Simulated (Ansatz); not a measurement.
Base system: CaF2 in the fluorite structure (space group Fm-3m, No. 225; a = 5.511 Å).

(Cell as relaxed with PBE.)

Levels (all Ansatz, a quantum-chemistry and plane-wave program, PAW): PBE (420 eV, no spin-orbit coupling); r2SCAN (500 eV, no SOC).

Each level relaxes its own structure.

```
base                      PBE    r2SCAN
-------------------  --------  --------
volume per atom      13.95 Å³  13.41 Å³
lattice parameter a   5.511 Å   5.439 Å
band gap              7.14 eV   8.03 eV
```

Modification: cell and atoms relaxed at a pressure of 30 GPa.

| quantity | PBE | r2SCAN |
|---|---|---|
| shift of the gap caused by the change | +1.47 eV | +1.33 eV |
| electron mass | 0.57 mₑ (at Γ) | 1.3 mₑ along k, 1.7 mₑ across (at X) |
| shortest interatomic distance | 2.210 Å | 2.197 Å |

PBE's shift of the gap caused by the change lies 0.14 eV above r2SCAN's; PBE's shortest interatomic distance lies 0.013 Å above r2SCAN's (0.6 %). Neither level is exact; r2SCAN is the comparison here, not a measurement.

Load acts through the strain it causes; cell and atoms are relaxed under it. Masses are band curvatures over ±0.01 Å⁻¹ around the edge. Along k means along the line from Γ to the band edge. Whether these cells are dynamically stable was not tested. No other phases were tried under pressure.
